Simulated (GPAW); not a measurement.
Band structure of YN (P-6m2, 2 atoms in the cell).

```
YN
1.0
    3.36560     0.00000     0.00000
   -1.68280     2.91470     0.00000
    0.00000     0.00000     3.06336
Y N
1 1
Direct
  0.66667   0.33333   0.00000
  0.00000   0.00000   0.50000
```

Level of theory: PBEsol, GPAW PAW datasets PBEsol (made by gpaw-setup) (plane waves; GPAW).

Settings: mode = pw; ecut = 900 eV; xc = PBEsol; kpts = 15 15 14; mesh shift (steps) = 0 0 0; occupations.name = methfessel-paxton; occupations.width = 0.1 eV; occupations.order = 0; nbands = -10; convergence.density = 1e-05 e/electron; symmetry.symmorphic = false; symmetry.tolerance = 0.0005; maxiter = 120; bandpath_npoints = 40.

The starting cell comes from a database of computed structures (which also holds hypothetical and non-ambient phases and stackings), without a prior relaxation at this level.

Levels in eV from the Fermi level, bands 5 to 12:
| point | 5 | 6 | 7 | 8 | 9 | 10 | 11 | 12 |
|---|---|---|---|---|---|---|---|---|
| Γ | -13.17 | -1.64 | -1.64 | -0.08 | 0.07 | 2.87 | 5.69 | 5.69 |
| M | -11.92 | -3.85 | -1.17 | -0.66 | 0.28 | 5.26 | 6.16 | 6.95 |
| K | -11.72 | -3.10 | -2.25 | -1.19 | 2.48 | 3.38 | 4.76 | 5.09 |
| A | -11.43 | -4.48 | -1.06 | -1.06 | 3.12 | 3.12 | 4.86 | 5.06 |
| L | -12.21 | -3.21 | -2.52 | -2.32 | 2.50 | 5.33 | 7.16 | 7.93 |
| H | -12.25 | -4.11 | -2.78 | -0.68 | 2.61 | 5.59 | 7.25 | 7.96 |

No band crosses the Fermi level by more than 0.03 eV along this path.
